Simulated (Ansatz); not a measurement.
The starting structures come from a database of crystals and need not be the phases stable at ambient conditions.

 Where the default PAW files enter, the runs use the earlier of Ansatz's two default sets.

Data:

```xyz
9
Lattice="5.1617 0.0000 0.0000 0.0000 5.6522 0.0000 2.5809 0.0000 4.4702" Properties=species:S:1:pos:R:3 pbc="T T T"
Si     2.5809     3.7681     0.0000
Si     1.2904     0.0000     2.2351
Si     3.8713     1.8841     2.2351
O      2.5809     0.9420     2.6052
O      4.1960     2.8261     3.5377
O      1.6151     4.7101     0.9325
O      5.1617     0.9420     1.8650
O      3.5466     2.8261     0.9325
O      6.1275     4.7101     3.5377
```

Space group of this cell: P6_422. The cell is strained (all lengths scaled by 1.02); by r2SCAN its mean pressure is -9.9 GPa.

Transport runs along the normal of the first two printed cell vectors, the (100) plane of the conventional cell.

The gap is the functional's own, uncorrected, and κ follows it; spin-orbit coupling is left out. Mid-gap values are interpolated between the computed energies.

Problem. State the band gap and the smallest decay constant κ at mid-gap according to r2SCAN run with Ansatz (a first-principles code).

Solution. Gap 5.96 eV on a 8×6×8 mesh; κ = 0.502 1/Å, at the zone centre.
